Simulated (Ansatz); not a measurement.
## Pressure series in SiC

Consider SiC in the zinc blende structure (space group F-43m, No. 216; a = 4.380 Å).

Cell and atoms are relaxed at each pressure.

All numbers come from Ansatz (a first-principles code) PBE, no SOC.

Candidates:
(a) pressure −1 GPa
(b) pressure 2.1 GPa
(c) pressure 9 GPa

For the base:

```
Quantity                        Result
-----------------------------  -------
Width of the top valence band  4.63 eV
```

### Question
Order them by width of the top valence band, highest first.

### Answer
(c) pressure 9 GPa (4.78 eV), (b) pressure 2.1 GPa (4.66 eV), (a) pressure −1 GPa (4.61 eV)

The levels and masses belong to the bands next to the band gap. Load acts through the strain it causes; cell and atoms are relaxed under it. No phonon test of stability was made. No other phases were tried under pressure.
